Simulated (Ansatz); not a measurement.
The starting structures come from a database of crystals and need not be the phases stable at ambient conditions.

 Where the default PAW files enter, the runs use the earlier of Ansatz's two default sets.

Input:

```yaml
crystal:
  lattice:
    - [5.63061, 0.00000, 0.00000]
    - [0.00000, 5.63061, 0.00000]
    - [0.00000, 0.00000, 5.63061]
  atoms:
    - { symbol: Ru, position: [0.00000, 0.50000, 0.50000] }
    - { symbol: Ru, position: [0.50000, 0.50000, 0.00000] }
    - { symbol: Ru, position: [0.50000, 0.00000, 0.50000] }
    - { symbol: Ru, position: [0.00000, 0.00000, 0.00000] }
    - { symbol: S, position: [0.61180, 0.88820, 0.88820] }
    - { symbol: S, position: [0.38820, 0.11180, 0.11180] }
    - { symbol: S, position: [0.88820, 0.11180, 0.38820] }
    - { symbol: S, position: [0.11180, 0.88820, 0.61180] }
    - { symbol: S, position: [0.11180, 0.61180, 0.11180] }
    - { symbol: S, position: [0.88820, 0.38820, 0.88820] }
    - { symbol: S, position: [0.38820, 0.38820, 0.61180] }
    - { symbol: S, position: [0.61180, 0.61180, 0.38820] }
```

Space group of this cell: Pa-3. The cell is taken as given.

Transport runs along the normal of the first two printed cell vectors, the (001) plane of the conventional cell.

The gap is the functional's own. No spin-orbit coupling. Mid-gap values are interpolated on the energy grid.

Task: Predict the band gap and the smallest decay constant κ at mid-gap from r2SCAN (Ansatz, an electronic-structure program).

Result: Gap 0.94 eV on a 6×6×6 mesh; κ = 0.197 1/Å, at the zone centre.
